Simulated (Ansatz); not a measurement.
Output of an Ansatz run (abridged):

```
WARN ansatz: RAYON_NUM_THREADS=1 ignored (pool sized by the plan → 1); use --threads N
Pseudopotentials: kind: paw
Pseudopotential: O, paw, valence charge 6
Pseudopotential: Cs, paw, valence charge 9
Pseudopotential: Li, paw, valence charge 3
Pseudopotential: S, paw, valence charge 6
Crystal: 28 atoms, lattice volume = 447.780 Å³
Basis set: ecut = 420.4159175005146 eV, 8749 PW (Γ), exchange–correlation on 120×80×128 points (8 copies of the dense FFT grid, shifted against one another)
Bands: 112, of which v1, the nominal top of the filled ones, is band 84 counted from 1 (83 counted from 0)
Symmetry: 8 space group operations
Space group: Pnma (ITA 62), of the structure as read, at distance tolerance 7.7e-5 Å
k-points: 12 of 36
PAW frozen core: O, regenerated for the run's functional, and the local potential with it
PAW frozen core: Cs, regenerated for the run's functional, and the local potential with it
PAW frozen core: S, regenerated for the run's functional, and the local potential with it
Initial density: superposition of atomic densities (neutral atoms: chi_scale 0, normalization atom), corrected by the library's trained network
Initial wavefunctions: pseudopotential atomic-orbital guess
Eigensolver: davidson
Functional: x = pbesol(κ = 0.804, μ = 0.12345679012345678), c = pbesol(β = 0.046)
SCF iter   1: F=—  HF=-35679.472686 eV  |F-HF|=—  |Δ(HF+E_count)|=         —  Δρ=9.25e-3  dr2=2.76e-1  ethr=1.77e-3  ⟨swp⟩=8.0  Hψ=7033  notcnv=0
all-band conjugate gradients solve this SCF's bands
preconditioner: auto → Resta (q_TF=auto, 2.317 Å⁻¹)
SCF iter   2: F=—  HF=-35679.380025 eV  |F-HF|=—  |Δ(HF+E_count)|=   9.27e-2  S|Δr|=    0.00e0  Δρ=1.51e-3  dr2=6.41e-3  ethr=1.64e-4  ⟨swp⟩=2.0  Hψ=2392  notcnv=0
SCF iter   3: F=—  HF=-35679.390324 eV  |F-HF|=—  |Δ(HF+E_count)|=   1.03e-2  S|Δr|=    0.00e0  Δρ=7.05e-4  dr2=1.83e-3  ethr=3.81e-6  ⟨swp⟩=2.0  Hψ=1946  notcnv=0
SCF iter   4: F=—  HF=-35679.392916 eV  |F-HF|=—  |Δ(HF+E_count)|=   2.59e-3  S|Δr|=    0.00e0  Δρ=4.11e-4  dr2=6.73e-4  ethr=1.09e-6  ⟨swp⟩=2.0  Hψ=1717  notcnv=0
SCF iter   5: F=—  HF=-35679.393287 eV  |F-HF|=—  |Δ(HF+E_count)|=   3.71e-4  S|Δr|=    0.00e0  Δρ=9.41e-5  dr2=5.71e-5  ethr=4.01e-7  ⟨swp⟩=2.0  Hψ=1813  notcnv=0
SCF iter   6: F=—  HF=-35679.393657 eV  |F-HF|=—  |Δ(HF+E_count)|=   3.70e-4  S|Δr|=    0.00e0  Δρ=2.49e-5  dr2=4.90e-6  ethr=3.40e-8  ⟨swp⟩=2.0  Hψ=2152  notcnv=0
SCF iter   7: F=—  HF=-35679.393671 eV  |F-HF|=—  |Δ(HF+E_count)|=   1.43e-5  S|Δr|=    0.00e0  Δρ=7.32e-6  dr2=3.20e-7  ethr=2.92e-9  ⟨swp⟩=2.0  Hψ=1924  notcnv=0
SCF iter   8: F=—  HF=-35679.393672 eV  |F-HF|=—  |Δ(HF+E_count)|=   7.15e-7  S|Δr|=    0.00e0  Δρ=6.49e-6  dr2=1.53e-7  ethr=5.95e-11  ⟨swp⟩=14.5  Hψ=7967  notcnv=0
SCF iter   9: F=-35679.393672 eV  HF=-35679.393672 eV  |F-HF|=2.23e-9  |Δ(HF+E_count)|=   2.08e-8  S|Δr|=    0.00e0  Δρ=1.80e-6  dr2=1.26e-8  ethr=5.95e-11  ⟨swp⟩=5.0  Hψ=5008  notcnv=0
SCF 1 converged in 9 iterations: F = -35679.393672 eV  dr2 = 1.26e-8
SCF converged after 9 iterations
Stability not checked (fill_not_monotonic)
Free energy (F): -35679.393672 eV
Harris-Foulkes:  -35679.393672 eV  (|F-HF|=2.23e-9)
Internal energy: -35679.393672 eV  (E = F + TS)
E sigma→0 (E₀):  -35679.393672 eV
Fermi energy:    6.040466 eV
Step filling:    the computed levels leave a gap of 5.0271 eV = 18.5 smearing widths
--- Per-component energies (eV) ---
  E_band       = -1035.663943
  E_kinetic    = 4006.678170
  E_local      = -11097.291459  (includes V_loc(G=0)·N_el)
  E_nonlocal   = 879.690486
  E_hartree    = 4178.666400
  E_xc         = -2304.776892
  E_vxc        = -2433.310118  (∫ρ·V_xc dr)
  E_paw        = -24806.119772  (= ΣΔE_a)
  E_vpaw       = -748.800397  (= ΣTr[D̂ρ^β])
  E_aug_tail   = 0.040341  (compensation charges beyond the density's cutoff)
  E_ewald      = -6537.669990
  E_core_change = 1.389044  (= ΣΔE_core)
  E_smearing   = 0.000000  (= −TS)
  E_closure    = 0.000000  (closes the sum)
  Σ components = -35679.393672   (vs F -35679.393672, Δ=0.00e0)
--- Forces (eV/Å), atoms counted from 1 ---
  atom   1  O     -4.93314114     0.00000000     0.28041027
  atom   2  O     -4.93314114     0.00000000    -0.28041027
  atom   3  O      4.93314114     0.00000000     0.28041027
  atom   4  O      4.93314114    -0.00000000    -0.28041027
  atom   5  Cs    -0.00942755     0.00000000    -0.03849020
  atom   6  Cs    -0.00942755     0.00000000     0.03849020
   [... 17 lines left out ...]
  atom  24  O     -0.13349998    -0.06225375    -1.74653706
  atom  25  O     -0.13349998     0.06225375    -1.74653706
  atom  26  O     -0.13349998    -0.06225375     1.74653706
  atom  27  O      0.13349998    -0.06225375    -1.74653706
  atom  28  O      0.13349998     0.06225375     1.74653706
  max |Σ_I F_I| component: 1.78e-15 eV/Å
--- Stress (GPa, compression-positive) ---
       11.098804       0.000000       0.000000
        0.000000       1.442137       0.000000
        0.000000       0.000000      17.512560
  P = ⅓ Tr σ = 10.0178 GPa (100.178 kbar)
  The stress holds the Pulay correction. Without it, at fixed plane waves, as pw.x and ABINIT print it: P = 9.5805 GPa
--- Band table (eV; the first three rows and the last of 12) ---
  k-point 0: bands = ["-38.3790", "-38.3790", "-38.3789", "-38.3789", "-20.2009", "-20.1835", "-20.1712", "-20.1677", "-16.1602", "-16.0558", "-16.0215", "-16.0199", "-16.0034", "-15.9507", "-15.9108", "-15.8837", "-15.0250", "-15.0225", "-15.0178", [...]
  k-point 1: bands = ["-38.3790", "-38.3790", "-38.3789", "-38.3789", "-20.1972", "-20.1889", "-20.1693", "-20.1680", "-16.1423", "-16.0966", "-16.0187", "-16.0111", "-15.9876", "-15.9605", "-15.9007", "-15.8876", "-15.0232", "-15.0196", "-15.0188", [...]
  k-point 2: bands = ["-38.3790", "-38.3790", "-38.3789", "-38.3789", "-20.1933", "-20.1789", "-20.1722", "-20.1677", "-16.1244", "-16.0325", "-16.0301", "-16.0198", "-16.0080", "-15.9615", "-15.9442", "-15.9069", "-15.0565", "-15.0455", "-15.0405", [...]
  k-point 11: bands = ["-38.3789", "-38.3789", "-38.3789", "-38.3789", "-20.1772", "-20.1772", "-20.1732", "-20.1732", "-16.0407", "-16.0407", "-16.0292", "-16.0292", "-15.9901", "-15.9901", "-15.9654", "-15.9654", "-15.0579", "-15.0579", [...]
```

The structure:

```
CELL_PARAMETERS angstrom
      8.77238     0.00000     0.00000
      0.00000     5.42696     0.00000
      0.00000     0.00000     9.40568
ATOMIC_POSITIONS crystal
  O  0.04100 0.25000 0.91400
  O  0.54100 0.25000 0.58600
  O  0.45900 0.75000 0.41400
  O  0.95900 0.75000 0.08600
  Cs 0.00000 0.75000 0.71300
  Cs 0.50000 0.75000 0.78700
  Cs 0.50000 0.25000 0.21300
  Cs 0.00000 0.25000 0.28700
  Li 0.31400 0.25000 0.58100
  Li 0.81400 0.25000 0.91900
  Li 0.18600 0.75000 0.08100
  Li 0.68600 0.75000 0.41900
  O  0.26500 0.25000 0.78400
  O  0.76500 0.25000 0.71600
  O  0.23500 0.75000 0.28400
  O  0.73500 0.75000 0.21600
  S  0.20100 0.25000 0.91700
  S  0.70100 0.25000 0.58300
  S  0.29900 0.75000 0.41700
  S  0.79900 0.75000 0.08300
  O  0.26000 0.01800 0.98100
  O  0.76000 0.48200 0.51900
  O  0.24000 0.98200 0.48100
  O  0.74000 0.51800 0.01900
  O  0.74000 0.98200 0.01900
  O  0.24000 0.51800 0.48100
  O  0.76000 0.01800 0.51900
  O  0.26000 0.48200 0.98100
```

Write an input that gives this output.

Other spellings and defaults could give the same log, and not every line can be read from it. The input that was run (DFT, PBEsol, plane waves, default PAW files made with PBE):

Ansatz 0.2 input:
```yaml
# CsLiSO4
crystal:
  lattice:
    - [8.772385, 0.000000, 0.000000]
    - [0.000000, 5.426958, 0.000000]
    - [0.000000, 0.000000, 9.405678]
  atoms:
    - { symbol: O, position: [0.041000, 0.250000, 0.914000] }
    - { symbol: O, position: [0.541000, 0.250000, 0.586000] }
    - { symbol: O, position: [0.459000, 0.750000, 0.414000] }
    - { symbol: O, position: [0.959000, 0.750000, 0.086000] }
    - { symbol: Cs, position: [0.000000, 0.750000, 0.713000] }
    - { symbol: Cs, position: [0.500000, 0.750000, 0.787000] }
    - { symbol: Cs, position: [0.500000, 0.250000, 0.213000] }
    - { symbol: Cs, position: [0.000000, 0.250000, 0.287000] }
    - { symbol: Li, position: [0.314000, 0.250000, 0.581000] }
    - { symbol: Li, position: [0.814000, 0.250000, 0.919000] }
    - { symbol: Li, position: [0.186000, 0.750000, 0.081000] }
    - { symbol: Li, position: [0.686000, 0.750000, 0.419000] }
    - { symbol: O, position: [0.265000, 0.250000, 0.784000] }
    - { symbol: O, position: [0.765000, 0.250000, 0.716000] }
    - { symbol: O, position: [0.235000, 0.750000, 0.284000] }
    - { symbol: O, position: [0.735000, 0.750000, 0.216000] }
    - { symbol: S, position: [0.201000, 0.250000, 0.917000] }
    - { symbol: S, position: [0.701000, 0.250000, 0.583000] }
    - { symbol: S, position: [0.299000, 0.750000, 0.417000] }
    - { symbol: S, position: [0.799000, 0.750000, 0.083000] }
    - { symbol: O, position: [0.260000, 0.018000, 0.981000] }
    - { symbol: O, position: [0.760000, 0.482000, 0.519000] }
    - { symbol: O, position: [0.240000, 0.982000, 0.481000] }
    - { symbol: O, position: [0.740000, 0.518000, 0.019000] }
    - { symbol: O, position: [0.740000, 0.982000, 0.019000] }
    - { symbol: O, position: [0.240000, 0.518000, 0.481000] }
    - { symbol: O, position: [0.760000, 0.018000, 0.519000] }
    - { symbol: O, position: [0.260000, 0.482000, 0.981000] }
basis:
  ecutwfc: 30.9 Ry
kpoints:
  mp_grid: { grid: [3, 4, 3] }
hamiltonian:
  xc: pbesol
  pseudopotentials: { kind: paw }
scf:
  occupations: { method: methfessel_paxton, width: 0.02 Ry }
output:
  forces: true
  eigenvalues: true
  stress: true
```

The starting cell comes from a database of published, mostly measured structures (it also holds non-ambient and calculated ones), without a prior relaxation at this level. Its lattice was rescaled by a random factor within 2.5 % of one. With a pressure of about 10 GPa the cell is away from its equilibrium volume at this level. Forces in this geometry exceed 1 eV/Å. Ansatz's pressure includes its estimate of the finite-basis (Pulay) stress.

Ansatz is an electronic-structure program.
